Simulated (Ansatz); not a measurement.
Worked example: relaxation of cell and atoms of W (Im-3m, 1 atom in the cell) in Ansatz (an electronic-structure program).

Level of theory: PBE (plane waves, PAW; Ansatz).

```xyz
1
Lattice="-1.5777 1.5777 1.5777 1.5777 -1.5777 1.5777 1.5777 1.5777 -1.5777" Properties=species:S:1:pos:R:3 pbc="T T T"
W      0.0000     0.0000     0.0000
```

Reference input (self-consistent single point, DFT, PBE, plane waves, default PAW files): basis.ecutwfc = 420 eV; kpoints.mp_grid.grid = 19 19 19; hamiltonian.xc = pbe; hamiltonian.pseudopotentials = {kind: paw} (the program's default PAW files); scf.occupations.method = gaussian; scf.occupations.width = 0.272 eV. This run's input differs from it in these lines:

```diff
@@ -17,2 +17,4 @@
   occupations: { method: gaussian, width: 0.272 }
+relax:
+  cell: {}
 output:
```

Log, with long lists cut:

```
   [... SCF lines of the steps left out ...]
relax step   1: F+E_penalty+E_count = -10384.82122189 eV  Δ(F+E_penalty+E_count) = +0.000e0 eV  max|allowed force component| = 0.000e0 eV/Å  Δτ_max = 0.0000 Å  P = +8.521 GPa  Ω = 15.709 Å³  (6 SCF iters, dr2 threshold 1.00e-7 eV, accepted)
relax step   2: F+E_penalty+E_count = -10384.76341610 eV  Δ(F+E_penalty+E_count) = +5.781e-2 eV  max|allowed force component| = 0.000e0 eV/Å  Δτ_max = 0.0000 Å  P = -17.942 GPa  Ω = 17.279 Å³  energy of the carried Pulay correction = -7.298e-4 eV  [...]
relax step   3: F+E_penalty+E_count = -10384.83189102 eV  Δ(F+E_penalty+E_count) = -1.067e-2 eV  max|allowed force component| = 0.000e0 eV/Å  Δτ_max = 0.0000 Å  P = -0.909 GPa  Ω = 16.182 Å³  energy of the carried Pulay correction = -2.276e-4 eV  (6 [...]
relax step   4: F+E_penalty+E_count = -10384.83205203 eV  Δ(F+E_penalty+E_count) = -1.610e-4 eV  max|allowed force component| = 0.000e0 eV/Å  Δτ_max = 0.0000 Å  P = -0.037 GPa  Ω = 16.135 Å³  energy of the carried Pulay correction = -2.054e-4 eV  (2 [...]
relax step   5: F+E_penalty+E_count = -10384.83225252 eV  Δ(F+E_penalty+E_count) = -2.005e-4 eV  max|allowed force component| = 0.000e0 eV/Å  Δτ_max = 0.0000 Å  P = -0.041 GPa  Ω = 16.135 Å³  stress off target by 4.07e-2 GPa  SCF on the basis [...]
basis re-selected at this cell: Δ(F+E_penalty+E_count) = -2.005e-4 eV, ΔP = -0.003 GPa vs the last step
Stability not checked: this state was not tested for a lower state beside it, because too few of the mixer's solves of this state at the end of the SCF gave a …
Free energy (F): -10384.832253 eV
Internal energy: -10384.816125 eV  (E = F + TS)
E sigma→0 (E₀):  -10384.824189 eV
Entropy (-TS):   -0.016127 eV (-16.127 meV/atom)
Fermi energy:    22.149773 eV
--- Forces (eV/Å), atoms counted from 1 ---
  atom   1  W      0.00000000    -0.00000000     0.00000000
   [... lines left out ...]
to start a new deck from the relaxed geometry:
  cell:  # Å, volume = 16.1354 Å³
    - [-1.5918669119886661, 1.5918669119886661, 1.5918669119886661]
    - [1.5918669119886661, -1.5918669119886661, 1.5918669119886661]
    - [1.5918669119886661, 1.5918669119886661, -1.5918669119886661]
  atoms:
    - { symbol: W, position: [0.0, 0.0, 0.0] }
```

The run converged. 

Summary of the result:
```
Item                                                                                                                      Result
-----------------------------------------------  -------------------------------------------------------------------------------
Free energy E − TS (on the zero of these files)                                                                   -10384.8323 eV
Fermi level (on the code's own zero)                                                                                    22.15 eV
Pressure                                                                                                               -0.04 GPa
Final cell                                       a = 2.7572 Å, b = 2.7572 Å, c = 2.7572 Å, α = 109.47°, β = 109.47°, γ = 109.47°
Final volume per atom                                                                                                   16.14 Å³
Relaxation steps                                                                                                               5
```

The starting cell comes from a database of computed structures (which also holds hypothetical and non-ambient phases and stackings), without a prior relaxation at this level. Its lattice was rescaled by a random factor within 2.5 % of one. Spin polarisation is off. The relaxation keeps the symmetry of its start, so its end need not be a minimum. Ansatz's pressure includes its estimate of the finite-basis (Pulay) stress.

Keys are those of Ansatz 0.2.
